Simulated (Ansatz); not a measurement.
BN under load (space group P6_3mc): band-edge transport data

Given:

```yaml
crystal:
  lattice:
    - [2.54623, 0.00000, 0.00000]
    - [-1.27311, 2.20510, 0.00000]
    - [0.00000, 0.00000, 4.07115]
  atoms:
    - { symbol: B, position: [0.33333, 0.66667, 0.99962] }
    - { symbol: B, position: [0.66667, 0.33333, 0.49962] }
    - { symbol: N, position: [0.33333, 0.66667, 0.37538] }
    - { symbol: N, position: [0.66667, 0.33333, 0.87538] }
```

These are r2SCAN, rigid bands (plane waves, PAW, scalar-relativistic; Ansatz, a program for electronic structure) values and carry that method's errors. Condition of this run: uniaxial stress along c of 36 GPa (compression positive) (the target of the relaxation). Cell: cell and atoms relaxed with PBEsol, then loaded as said.

```json
{
  "band_gap": "5.91 eV",
  "electron conductivity mass (300 K, dilute)": "0.50 (x), 0.50 (y), 0.29 (z) mₑ",
  "hole conductivity mass (300 K, dilute)": "0.93 (x), 0.93 (y), 1.13 (z) mₑ",
  "effective density of states N_c (300 K)": "1.3e19 cm⁻³",
  "effective density of states N_v (300 K)": "5.1e19 cm⁻³",
  "density_of_states_mass_electrons": "0.64 mₑ",
  "density_of_states_mass_holes": "1.61 mₑ",
  "Seebeck coefficient, n-type 1e19 cm⁻³, 300 K": "-246 μV/K",
  "best n-type power factor at 300 K for τ = 10 fs (best axis; densities from 1e16 to 1e21 cm⁻³ tried, whether or not they can be reached)": "7.7 μW/(cm·K²) at 3e19 cm⁻³",
  "Seebeck coefficient, p-type 1e19 cm⁻³, 300 K": "354 μV/K"
}
```

Rigid bands; masses and Seebeck coefficients take one relaxation time τ for all states and one kind of carrier; polarons and phonon drag are left out. Spin-orbit coupling is left out. Geometry: cell and atoms relaxed with PBEsol.
